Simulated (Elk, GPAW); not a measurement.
A GPAW input for a self-consistent single point of TlF (P4/nmm, 4 atoms in the cell) (DFT PBEsol, plane waves, GPAW PAW datasets PBEsol (made by gpaw-setup)):

```python
from ase import Atoms
from ase.units import GPa
from gpaw import GPAW

atoms = Atoms(['Tl', 'Tl', 'F', 'F'],
              cell=[[3.688930, 0.000000, 0.000000],
                    [0.000000, 3.688930, 0.000000],
                    [0.000000, 0.000000, 6.223580]],
              scaled_positions=[[0.000000, 0.500000, 0.744170],
                                [0.500000, 0.000000, 0.255830],
                                [0.500000, 0.000000, 0.864230],
                                [0.000000, 0.500000, 0.135770]],
              pbc=True)

calc = GPAW(mode={'name': 'pw', 'ecut': 950},
            xc='PBEsol',
            kpts=(5, 5, 3),
            occupations={'name': 'fermi-dirac', 'width': 0.0},
            nbands=-8,
            convergence={'density': 1e-05, 'energy': 1e-05, 'bands': -6},
            symmetry={'symmorphic': False, 'tolerance': 0.0005},
            maxiter=150,
            txt='-')

atoms.calc = calc

energy = atoms.get_potential_energy()
print('Energy (eV):', round(energy, 6))
forces = atoms.get_forces()
print('Forces (eV/Ang):')
print(forces.round(5))
stress = atoms.get_stress()
print('Stress (GPa, Voigt):', (stress / GPa).round(4))
```

Question: Give the Elk input for the same structure, mesh, smearing and functional.

Answer: This is the input that was run; spellings and numerical settings could be chosen otherwise.

```
tasks
  0

xctype
  22

tforce
  .true.

rgkmax
  8.0

gmaxvr
  18.0

lmaxapw
  10

lmaxo
  8

nxlo
  2

lorbcnd
  .true.

lradstp
  2

nrmtscf
  2.0

rmtscf
  0.9

lmaxi
  4

stype
  0

swidth
  0.0001

maxscl
  100

scale
  6.971067393

avec
    1.0000000000    0.0000000000    0.0000000000
    0.0000000000    1.0000000000    0.0000000000
    0.0000000000    0.0000000000    1.6870962583

atoms
  2
  'Tl.in'
  2
  0.0000000000  0.5000000000  0.7441700000    0.0 0.0 0.0
  0.5000000000  0.0000000000  0.2558300000    0.0 0.0 0.0
  'F.in'
  2
  0.5000000000  0.0000000000  0.8642300000    0.0 0.0 0.0
  0.0000000000  0.5000000000  0.1357700000    0.0 0.0 0.0

ngridk
  5 5 3
```

Basis, cutoffs, solver keys and any potentials are the target program's own. This input uses DFT, PBEsol, all-electron FP-LAPW, Elk's shipped species files, APW+lo basis with extra local orbitals.

The starting cell comes from a database of computed structures (which also holds hypothetical and non-ambient phases and stackings), without a prior relaxation at this level.
